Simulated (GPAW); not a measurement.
GPAW run on Sr3Zn (Pm-3m, 4 atoms in the cell): self-consistent single point.

Level of theory: PBEsol, GPAW PAW datasets PBEsol (made by gpaw-setup) (plane waves; GPAW).

```
CELL_PARAMETERS angstrom
      5.46131     0.00000     0.00000
      0.00000     5.46131     0.00000
      0.00000     0.00000     5.46131
ATOMIC_POSITIONS crystal
  Sr 0.50000 0.00000 0.50000
  Sr 0.00000 0.50000 0.50000
  Sr 0.50000 0.50000 0.00000
  Zn 0.00000 0.00000 0.00000
```

Reference input (self-consistent single point, DFT PBEsol, plane waves, GPAW PAW datasets PBEsol (made by gpaw-setup)): mode = pw; ecut = 850 eV; xc = PBEsol; kpts = 5 5 5; mesh shift (steps) = 0 0 0; occupations.name = fermi-dirac; occupations.width = 0.05 eV; nbands = -12; convergence.density = 1e-05 e/electron; convergence.energy = 1e-05 eV/electron; symmetry.symmorphic = false; symmetry.tolerance = 0.0005. This run's input differs from it in these lines:

```diff
@@ -16,4 +16,4 @@
             xc='PBEsol',
-            kpts=(5, 5, 5),
-            occupations=FermiDirac(0.05),
+            kpts=(7, 7, 7),
+            occupations=FermiDirac(0.1),
             nbands=-12,
```

Output, abridged:

```
     iter     time        total  log10-change:
                         energy   eigst   dens
iter:   1 --:--:--    -6.753183
iter:   2 --:--:--    -6.908005   -0.85  -1.47
iter:   3 --:--:--    -6.811541   -1.80  -1.50
iter:   4 --:--:--    -6.859488   -1.63  -1.64
iter:   5 --:--:--    -6.804731   -2.68  -1.95
   [... 6 lines left out ...]
iter:  12 --:--:--    -6.785209   -4.54  -3.25
iter:  13 --:--:--    -6.785357   -3.49  -3.16
iter:  14 --:--:--    -6.784921   -5.20  -3.41
iter:  15 --:--:--    -6.784714   -4.14  -3.53
iter:  16 --:--:--    -6.784695c  -5.44  -3.61
iter:  17 --:--:--    -6.784703c  -6.88  -3.64
   [... lines left out ...]
iter:  21 --:--:--    -6.784743c  -6.25  -3.92
iter:  22 --:--:--    -6.784737c  -6.68  -4.00
iter:  23 --:--:--    -6.784719c  -6.26  -4.04
iter:  24 --:--:--    -6.784722c  -5.84  -4.26
iter:  25 --:--:--    -6.784729c  -5.90  -4.50
iter:  26 --:--:--    -6.784731c  -7.74c -4.51
iter:  27 --:--:--    -6.784729c  -6.99  -4.63
iter:  28 --:--:--    -6.784724c  -7.01  -4.73
iter:  29 --:--:--    -6.784723c  -7.85c -4.71
iter:  30 --:--:--    -6.784724c  -7.09  -4.83
iter:  31 --:--:--    -6.784727c  -6.82  -5.13c
iter:  32 --:--:--    -6.784729c  -7.48c -4.94
iter:  33 --:--:--    -6.784729c  -8.79c -5.28c
Converged after 33 iterations.

Dipole moment: (-0.000000, -0.000000, -0.000000) |e|*Ang

Energy contributions relative to reference atoms: (reference = -308156.502545)

Kinetic:         -2.925939
Potential:      +10.173731
External:        +0.000000
XC:             -13.379629
Entropy (-ST):   -0.183182
Local:           -0.561301
SIC:             +0.000000
--------------------------
Free energy:     -6.876320
Extrapolated:    -6.784729

Showing only first 2 kpts
 Kpt  Band  Eigenvalues  Occupancy
  0    19      4.22926    0.40665
  0    20      4.22926    0.40665
  0    21      4.86923    0.00085
  0    22      4.86923    0.00085

  1    19      3.81743    1.88012
  1    20      4.36950    0.11814
  1    21      4.71252    0.00406
  1    22      4.71252    0.00406

Fermi level: 4.09269

No gap
No difference between direct/indirect transitions
Energy (eV): -6.784729

Forces in eV/Ang:
  0 Sr   -0.00000    0.00000    0.00000
  1 Sr    0.00000   -0.00000    0.00000
  2 Sr   -0.00000    0.00000    0.00000
  3 Zn    0.00000   -0.00000    0.00000

Stress tensor:
     0.003965     0.000000     0.000000
     0.000000     0.003965     0.000000
     0.000000     0.000000     0.003965
Stress (GPa, Voigt): [0.6353 0.6353 0.6353 0.     0.     0.    ]
```

The run converged in 33 iterations. GPAW prints stress with tension positive. Against the reference run the free energy falls by 9.9 meV/atom and the pressure hardly changes (-0.66 to -0.64 GPa).

The starting cell comes from a database of computed structures (which also holds hypothetical and non-ambient phases and stackings), without a prior relaxation at this level. Its lattice was rescaled by a random factor within 2.5 % of one.

Cost on one core of a shared machine: roughly 2 min.
